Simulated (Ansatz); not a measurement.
```yaml
crystal:
  lattice:
    - [21.00000, 0.00000, 0.00000]
    - [0.00000, 14.50000, 0.00000]
    - [0.00000, 0.00000, 5.68947]
  atoms:
    - { symbol: Se, position: [0.25828, 0.38578, 0.66217] }
    - { symbol: Mo, position: [0.27935, 0.50000, 0.35758] }
    - { symbol: Se, position: [0.25828, 0.61422, 0.66217] }
    - { symbol: Se, position: [0.34279, 0.37678, 0.15768] }
    - { symbol: Mo, position: [0.33717, 0.50000, 0.84989] }
    - { symbol: Se, position: [0.34279, 0.62322, 0.15768] }
    - { symbol: Se, position: [0.41852, 0.38836, 0.66577] }
    - { symbol: Mo, position: [0.41959, 0.50000, 0.32188] }
    - { symbol: Se, position: [0.41852, 0.61164, 0.66577] }
    - { symbol: Se, position: [0.50000, 0.38422, 0.16565] }
    - { symbol: Mo, position: [0.50000, 0.50000, 0.83419] }
    - { symbol: Se, position: [0.50000, 0.61578, 0.16565] }
    - { symbol: Se, position: [0.58148, 0.38836, 0.66577] }
    - { symbol: Mo, position: [0.58041, 0.50000, 0.32188] }
    - { symbol: Se, position: [0.58148, 0.61164, 0.66577] }
    - { symbol: Se, position: [0.65721, 0.37678, 0.15768] }
    - { symbol: Mo, position: [0.66283, 0.50000, 0.84989] }
    - { symbol: Se, position: [0.65721, 0.62322, 0.15768] }
    - { symbol: Se, position: [0.74172, 0.38578, 0.66217] }
    - { symbol: Mo, position: [0.72065, 0.50000, 0.35758] }
    - { symbol: Se, position: [0.74172, 0.61422, 0.66217] }
```

The numbers are results of PBE (plane waves to 420 eV, PAW; Ansatz, a program for electronic structure), not measurements. Mesh 1×1×6. No spin polarisation, so a magnetic state wasn't tested. One-dimensional cell, images about 11 Å apart. A hypothetical model, cut from the flat sheet. Symmetry and one short period hold its shape; lower forms weren't sought. Values not marked SOC lack spin–orbit coupling.

### Question
Tabulate the two highest filled and two lowest empty levels along the axis, from the valence top.

### Answer
| k (2π/c) | v2 (eV) | v1 (eV) | c1 (eV) | c2 (eV) |
|---|---|---|---|---|
| 0.000 | -0.23 | 0.00 | 0.36 | 0.39 |
| 0.042 | -0.23 | 0.00 | 0.37 | 0.40 |
| 0.083 | -0.21 | -0.01 | 0.40 | 0.41 |
| 0.125 | -0.19 | -0.04 | 0.40 | 0.44 |
| 0.167 | -0.16 | -0.07 | 0.38 | 0.46 |
| 0.208 | -0.13 | -0.11 | 0.36 | 0.45 |
| 0.250 | -0.15 | -0.10 | 0.35 | 0.44 |
| 0.292 | -0.18 | -0.08 | 0.34 | 0.43 |
| 0.333 | -0.21 | -0.07 | 0.34 | 0.43 |
| 0.375 | -0.19 | -0.06 | 0.34 | 0.42 |
| 0.417 | -0.18 | -0.06 | 0.35 | 0.42 |
| 0.458 | -0.17 | -0.07 | 0.35 | 0.41 |
| 0.500 | -0.17 | -0.07 | 0.35 | 0.41 |
